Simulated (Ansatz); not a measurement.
## How the bulk modulus B0 of Sr2O (model structure, started from the Ca2N type, R-3m, No. 166, 3 atoms in the cell) moves with the method

No measured value is used here.

```tsv
level (code)	value (GPa)	cell (Å³/atom)
LDA (Ansatz)	40.0	25.26
PBE (Ansatz)	33.1	27.87
PBEsol (Ansatz)	35.6	26.50
r²SCAN (Ansatz)	(withheld)	27.46
```

Problem. Fill in the missing entries.

Solution. 
- r²SCAN (Ansatz, an electronic-structure program), value (GPa): 37.5

LDA, PBE, PBEsol, r²SCAN: the bulk modulus is −V dP/dV from two relaxed cells at ±2 % in volume. Each level is taken at its own relaxed cell. Cutoffs differ between the levels. Ansatz's density-functional and Hartree–Fock values are scalar-relativistic unless marked +SOC, with PAW data made under PBE.

A model structure was made by putting elements into a prototype or built by hand; it is no filed structure, need not be a known phase, and can be a saddle point held by its symmetry.
